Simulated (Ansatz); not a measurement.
Defect migration in hcp Ru: Pt-vacancy pair (Pt on one host Ru site, one Ru site vacant), neutral cell. Computed with PBE, PAW (plane waves to 420 eV; Ansatz, an electronic-structure program).

36-site cell at the relaxed PBE lattice, a 2×2×2 k-point mesh shifted by half a step along c, smearing 0.10 eV, spin-restricted, no finite-size correction. Static, classical nuclei. Spin-orbit coupling is left out. Forms of the defect that were not tried may lie lower. The start lies 0.095 eV above the lowest site run (PBE).

Barriers: single points on a 4×4×4 k-point mesh shifted by half a step along c at the bands' geometries (they differ from the bands' own by up to 0.10 eV, and are uncertain by about as much).

Relaxed starting cell (atoms counted from 1):

```
PtRu34
1.0
    8.16420     0.00000     0.00000
   -4.08210     7.07041     0.00000
    0.00000     0.00000     8.58609
Pt Ru
1 34
Direct
  0.10914   0.22382   0.12423
  0.11056   0.22272   0.62422
  0.11531   0.56138   0.12428
  0.11113   0.55722   0.62421
  0.11221   0.88714   0.12420
  0.11221   0.88982   0.62420
  0.44800   0.22268   0.12420
  0.44669   0.22274   0.62426
  0.44751   0.55888   0.12423
  0.44576   0.55672   0.62424
  0.44467   0.88790   0.12423
  0.44666   0.89160   0.62424
  0.77763   0.22367   0.62423
  0.77757   0.55693   0.12428
  0.77892   0.55538   0.62423
  0.77454   0.88307   0.12423
  0.77810   0.89000   0.62424
  0.22310   0.11070   0.37582
  0.22312   0.11073   0.87265
  0.22203   0.44684   0.37747
  0.22201   0.44686   0.87097
  0.22292   0.78025   0.37478
  0.22288   0.78018   0.87371
  0.56231   0.11500   0.37277
  0.56239   0.11507   0.87573
  0.55705   0.44439   0.37449
  0.55710   0.44440   0.87396
  0.55679   0.77950   0.37574
  0.55682   0.77951   0.87277
  0.88442   0.11220   0.37638
  0.88441   0.11219   0.87204
  0.88841   0.44208   0.37402
  0.88849   0.44217   0.87438
  0.89096   0.77879   0.37441
  0.89097   0.77875   0.87409
```

End state 1 differs by these moves (Å; atoms that move under 0.08 Å are left out):

```tsv
atom	element	Δx	Δy	Δz
1	Pt	-2.66	0.00	0.00
30	Ru	0.10	0.00	0.00
31	Ru	0.10	0.00	0.00
```

Problem. Give the forward and backward barriers to end state 1 at the level PBE, PAW.

Solution. forward 1.92 eV, backward 1.92 eV; at the saddle point atom 1 has neighbours Ru at 2.47, 2 Ru at 2.51, Ru at 2.67, 4 Ru at 2.84 Å. The saddle point's order was not checked, and it lies on a symmetry element of the cell, where a band can be held.
